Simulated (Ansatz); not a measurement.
**La3PbC in the anti-perovskite structure (space group Pm-3m, No. 221; a cell from a computed database, its experimental status unchecked)**

```yaml
crystal:
  lattice:
    - [5.24026, 0.00000, 0.00000]
    - [0.00000, 5.24026, 0.00000]
    - [0.00000, 0.00000, 5.24026]
  atoms:
    - { symbol: La, position: [0.50000, 0.00000, 0.50000] }
    - { symbol: La, position: [0.00000, 0.50000, 0.50000] }
    - { symbol: La, position: [0.50000, 0.50000, 0.00000] }
    - { symbol: Pb, position: [0.00000, 0.00000, 0.00000] }
    - { symbol: C, position: [0.50000, 0.50000, 0.50000] }
```

Computed with plane-wave PAW DFT at the r2SCAN level (Ansatz, a quantum-chemistry and plane-wave program, 500 eV), without spin-orbit coupling. Settings: 9×9×9 k-points, 0.05 eV Fermi–Dirac smearing.

Volume per atom: 28.78 Å³
Density: 7.34 g/cm³
Band gap: zero
Total energy: -6193.891 eV/atom (σ→0; compares only within this code and set-up)

Stability against distortions was not tested. All final runs are without spin polarisation. An odd electron count without spin: La3PbC.
